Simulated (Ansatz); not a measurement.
The starting structures come from a database of crystals and need not be the phases stable at ambient conditions.

By PBEsol, the system below comes out a metal.

A figure of merit of an interconnect metal is its ballistic conductance per area.

Here is the system:

```
CELL_PARAMETERS angstrom
      2.76785     0.00000     0.00000
     -1.38393     2.39703     0.00000
      1.38392     0.79901     6.69861
ATOMIC_POSITIONS crystal
  Re 0.00000 0.00000 0.00000
  Re 0.55566 0.77783 0.66651
  Re 0.44434 0.22217 0.33349
```

Space group of this cell: R-3m. The cell is taken as given; by PBEsol its mean pressure is -6.5 GPa.

The current flows along the normal of the first two printed cell vectors, the (001) plane of the conventional cell. No spin-orbit coupling; the value is a mean over 0.1 eV about the Fermi level.

### Question
Estimate the ballistic conductance per area that Ansatz (an electronic-structure program) with PBEsol returns for this system.

### Answer
1.2 × 10¹⁵ S/m² for both spins.
